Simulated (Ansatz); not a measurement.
Input:

```yaml
crystal:
  lattice:
    - [3.00594, 0.00000, 0.00000]
    - [-1.50297, 2.60322, 0.00000]
    - [0.00000, 0.00000, 5.07331]
  atoms:
    - { symbol: Si, position: [0.33333, 0.66667, 0.00132] }
    - { symbol: Si, position: [0.66667, 0.33333, 0.50132] }
    - { symbol: C, position: [0.33333, 0.66667, 0.37368] }
    - { symbol: C, position: [0.66667, 0.33333, 0.87368] }
```

Calculation: r2SCAN with spin-orbit coupling, rigid bands (plane waves, PAW; Ansatz, a first-principles code). Condition of this run: biaxial stress in the c plane of 15 GPa (compression positive) (the target of the relaxation). How the cell was made: cell and atoms relaxed with PBEsol, then loaded as said.

Q: Predict the electron conductivity mass (n e² τ/σ) at 300 K, by direction if it differs.

A: 0.42 (x), 0.42 (y), 0.26 (z) mₑ.

Q: What conductivity effective mass do dilute holes have at 300 K?

A: 1.06 (x), 1.06 (y), 1.58 (z) mₑ.

Q: And the band gap?

A: 2.33 eV at this level; semilocal functionals usually fall short of the measured gap.

Rigid bands, one relaxation time for all states, no polarons. Geometry: cell and atoms relaxed with PBEsol.
